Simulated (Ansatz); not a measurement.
The reference is CuPt (space group R-3m, No. 166; a = 2.6985 Å, c = 12.7497 Å (hexagonal axes); a cell from a computed database, its experimental status unchecked).

The change: a hydrostatic pressure of 1.5 GPa.

Levels (all Ansatz, a program for electronic structure, PAW): PBEsol (420 eV, without spin-orbit coupling); PBEsol+SOC (420 eV, noncollinear with spin-orbit coupling).

The geometry is relaxed with PBEsol.

```
Item               Value
---------------  -------
PBEsol pressure  1.5 GPa
```

Problem. Predict the pressure from PBEsol+SOC.

Solution. The pressure decreases by 0.3 GPa, from 1.5 GPa to 1.2 GPa.

Single points use the geometry relaxed with PBEsol. Differences between runs with and without spin-orbit coupling are approximate. Load acts through the strain it causes; cell and atoms are relaxed under it. No phonon test of stability was made. The runs without spin-orbit coupling are not spin-polarised.
